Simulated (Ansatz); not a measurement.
Cost and result by functional for the adsorption energy of SiH3 on the 1x1 (10-10) surface of wurtzite ZnO (cut with top plane O + Zn), one in a 2x1 cell, started at the site 'top Zn', in Ansatz (plane waves, PAW). Single points on the PBE structure, on one kind of machine; costs are rough ratios of the slab run's core time (references not counted) to the cheapest single point. r2SCAN's cost holds its higher cutoff (500 against 420 eV). Differences are taken against r2SCAN for comparison alone: no measured value is at hand, so the table doesn't rank accuracy. The points keep PBE's geometry, so the relaxation of a polaron and the settling of charge on one site are left out.

Host crystal: wurtzite ZnO, with a band gap (PBE, scalar-relativistic without spin-orbit coupling).

Slab: 36 atoms, 9.4 Å thick at the start under the adsorbate (thin: gaps and levels are the slab's own); k 3x4x1, smearing 0.01 eV, dipole-corrected; 16 atoms held, the rest relaxed; no symmetry held; spin-polarised, no spin-orbit, no U, no dispersion correction. The starting moment vanished. At the end it is bonded to O. In PBE this state lies 0.05 eV over the lowest of the starts that converged ('top Zn #2'). These notes are the PBE run's. r2SCAN: The program's check for a lower electronic state was not made. Adsorption energies are against SiH4(g) − ½ H2(g). A negative adsorption energy means that the adsorbate is more stable on the surface than in its reference.

```tsv
functional	relative cost	adsorption energy (eV)	less r2SCAN (eV)
RPBE	1	-0.20	0.24
r2SCAN	2	-0.44	0.00
PBE (the relaxed run's value)	–	-0.43	0.01
```

The values span 0.24 eV, while the single points' costs differ by a factor of roughly 2. Differences are of unrounded values.

Ansatz is an electronic-structure program.
